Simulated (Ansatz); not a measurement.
ZnSnO3 (model structure, started from the LiNbO3 type, R3c, No. 161, 10 atoms in the cell) was calculated with PBEsol in Ansatz (plane waves, PAW).

Settings: plane-wave cutoff 500 eV, 10×10×10 k mesh, Fermi–Dirac smearing 0.05 eV, scalar-relativistic PAW data made under PBE.

Cell (relaxed at this level):

```cif
data_O6Sn2Zn2
_chemical_formula_sum 'Zn2 Sn2 O6'
_space_group_name_H-M_alt 'P 1'
_space_group_IT_number 1
_cell_length_a 5.57724
_cell_length_b 5.57724
_cell_length_c 5.57724
_cell_angle_alpha 56.481
_cell_angle_beta 56.481
_cell_angle_gamma 56.481
loop_
_space_group_symop_operation_xyz
  'x, y, z'
loop_
_atom_site_label
_atom_site_type_symbol
_atom_site_fract_x
_atom_site_fract_y
_atom_site_fract_z
_atom_site_occupancy
Zn1 Zn 0.29494 0.29494 0.29494 1
Zn2 Zn 0.79494 0.79494 0.79494 1
Sn1 Sn 0.01253 0.01253 0.01253 1
Sn2 Sn 0.51253 0.51253 0.51253 1
O1 O 0.72158 0.11605 0.40520 1
O2 O 0.40520 0.72158 0.11605 1
O3 O 0.11605 0.40520 0.72158 1
O4 O 0.90520 0.61605 0.22158 1
O5 O 0.22158 0.90520 0.61605 1
O6 O 0.61605 0.22158 0.90520 1
```

### Question
Estimate the band gap that the calculation returns.

### Answer

* **band gap**: 1.25 eV (on the SCF k mesh)

Note: the relaxation could raise the start's symmetry but not lower it, so the cell can be a saddle point.

Spin–orbit coupling is not included.

Static lattice: no zero-point or thermal effects.

It cost roughly 10 core-minutes of CPU time.

A model structure was made by putting elements into a prototype or built by hand; it is no filed structure, need not be a known phase, and can be a saddle point held by its symmetry.

Ansatz is a quantum-chemistry and plane-wave program.
